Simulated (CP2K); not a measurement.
Band structure of Y₂CN₂O₂ (P-3m1, 7 atoms in the cell).

```
Y2C(NO)2
1.0
    3.66940     0.00000     0.00000
   -1.83470     3.17779     0.00000
    0.00000     0.00000     8.10351
Y C N O
2 1 2 2
Cartesian
  0.00000   2.11853   5.49029
  1.83470   1.05926   2.61322
  0.00000   0.00000   0.00000
  0.00000   0.00000   1.21674
  0.00000   0.00000   6.88677
  0.00000   2.11853   3.21434
  1.83470   1.05926   4.88917
```

Method of the run: PBEsol, GPW, DZVP-MOLOPT-SR-GTH basis, GTH-PBE potentials (GTH_POTENTIALS) in CP2K 2026.2.

Settings: CUTOFF = 500 Ry; REL_CUTOFF = 50 Ry; KPOINTS/SCHEME = MONKHORST-PACK 7 7 3; XC_FUNCTIONAL = PBE:PBESOL; Y/BASIS_SET = DZVP-MOLOPT-SR-GTH-q11; Y/POTENTIAL = GTH-PBE-q11; C/BASIS_SET = DZVP-MOLOPT-SR-GTH-q4; C/POTENTIAL = GTH-PBE-q4; N/BASIS_SET = DZVP-MOLOPT-SR-GTH-q5; N/POTENTIAL = GTH-PBE-q5; O/BASIS_SET = DZVP-MOLOPT-SR-GTH-q6; O/POTENTIAL = GTH-PBE-q6; METHOD = GPW; EPS_DEFAULT = 1e-10.

The starting cell comes from a database of computed structures (which also holds hypothetical and non-ambient phases and stackings), without a prior relaxation at this level. Its lattice was rescaled by a random factor within 2.5 % of one. Values carry the incompleteness of an atom-centred basis. The potentials were made for another functional than the one used.

Question: Predict the gap along the standard path and the places of the band edges.

Answer: The gap along the path is 3.89 eV, direct at Γ to within 0.01 eV.

Levels in eV from the top of the valence band on the SCF mesh, bands 21 to 25:
```json
[
 {"point": "Γ", "21": "-2.29", "22": "-0.70", "23": "0.00", "24": "0.00", "25": "3.89"},
 {"point": "M", "21": "-1.56", "22": "-1.11", "23": "-0.59", "24": "-0.33", "25": "4.79"},
 {"point": "K", "21": "-1.64", "22": "-0.81", "23": "-0.50", "24": "-0.50", "25": "4.16"},
 {"point": "A", "21": "-2.68", "22": "-0.84", "23": "-0.03", "24": "-0.03", "25": "4.06"},
 {"point": "L", "21": "-1.14", "22": "-1.08", "23": "-0.87", "24": "-0.54", "25": "4.84"},
 {"point": "H", "21": "-1.86", "22": "-0.81", "23": "-0.77", "24": "-0.77", "25": "4.23"}
]
```

Higher empty bands are left out: an atom-centred basis made for the valence describes them poorly.
